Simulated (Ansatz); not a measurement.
Base system: SnO in the litharge type structure (space group P4/nmm, No. 129; a = 3.8362 Å, c = 4.7574 Å; layered, stacked along the Cartesian z axis).

(Cell as relaxed with PBE-D3(BJ).)

Levels (all Ansatz, an electronic-structure program, PAW, earlier PAW set): PBE-D3(BJ) (420 eV, spin-orbit coupling left out); r2SCAN+rVV10 (500 eV, without spin-orbit coupling).

Each level relaxes its own structure.

```csv
quantity,PBE-D3(BJ),r2SCAN+rVV10
volume per atom,17.50 Å³,[?]
lattice parameter a,3.836 Å,[?]
lattice parameter c,4.757 Å,[?]
band gap,zero,[?]
```

Problem. What does r2SCAN+rVV10 give?

Solution. 
- volume per atom, r2SCAN+rVV10: 17.13 Å³
- lattice parameter a, r2SCAN+rVV10: 3.793 Å
- lattice parameter c, r2SCAN+rVV10: 4.764 Å
- band gap, r2SCAN+rVV10: zero

PBE-D3(BJ)'s volume per atom lies 0.37 Å³ above r2SCAN+rVV10's (2.2 %); PBE-D3(BJ)'s lattice parameter a lies 0.043 Å above r2SCAN+rVV10's (1.1 %); PBE-D3(BJ)'s lattice parameter c lies 0.007 Å below r2SCAN+rVV10's (0.1 %); the two agree on the band gap. Neither level is exact; r2SCAN+rVV10 is the comparison here, not a measurement.

No phonon test of stability was made. The final runs are not spin-polarised. The zero or small gap of SnO can change with the level of theory.
